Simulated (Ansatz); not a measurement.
Consider the following.

```xyz
2
Lattice="0.0000 3.0188 3.0188 3.0188 0.0000 3.0188 3.0188 3.0188 0.0000" Properties=species:S:1:pos:R:3 pbc="T T T"
Cd     0.0000     0.0000     0.0000
Se     1.5094     1.5094     1.5094
```

No spin polarisation.

Level of theory: LDA, PAW, 420 eV (Ansatz, a quantum-chemistry and plane-wave program; no spin-orbit coupling). Γ-centred 10×10×10 mesh, Fermi–Dirac width 0.05 eV.

Task: Estimate the space group.

Result: F-43m (No. 216).

Task: Predict the gap character.

Result: Direct at Γ.

Task: Estimate the band gap.

Result: 0.38 eV.

The cells carry an imposed strain or load. Stability against distortions was not tested. The cell was made from CdSe in the zinc blende structure (space group F-43m, No. 216) by this change: isotropic strain +0.50 %.
